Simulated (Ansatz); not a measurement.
Adsorption energy and surface dipole of Cl on the 1x1 (111) surface of fcc Cu, one in a 2x2 cell, started at the site 'hollow Cu-Cu-Cu over Cu at depth 4.1 Å', worked from the runs' numbers; total energies count from the potentials' own zero.

Method: RPBE, at the PBE geometry (plane waves to 420 eV, PAW; Ansatz, an electronic-structure program).

Set-up: 17 atoms, 6.2 Å thick at the start under the adsorbate (thin: gaps and levels are the slab's own); mesh 6x6x1; 0.1 eV smearing; dipole correction on; single point; on the structure that PBE left under its start's symmetry; no spin, no spin-orbit, no U, no dispersion correction. At the end it is bonded to 3 Cu. In PBE it is, or lies within 0.03 eV of, the lowest of the starts that converged; the order may differ at this level.

```
quantity                                                             value
----------------------------------------------------------  --------------
slab with the adsorbate                                     -107167.435 eV
clean slab, same cell and mesh                              -106082.610 eV
reference, ½ Cl2(g)                                           -1083.309 eV
area of the cell                                                  22.82 Å²
change of the step from the bottom to the top vacuum level        0.510 eV
```

Question: What is the adsorption energy against this reference?

Answer: E(slab + adsorbate) − E(slab) − E(reference) = -1.52 eV, so in this state the adsorbate is more stable than in the reference, at a coverage of 4.38 a nm².

Question: What dipole does adsorption add to the slab along the outward normal (Helmholtz relation, ε₀ = 0.005526 e/(V·Å))?

Answer: p = −ε₀·A·ΔV = -0.064 e·Å = -0.31 D; its negative end points to the vacuum, which raises the vacuum level.
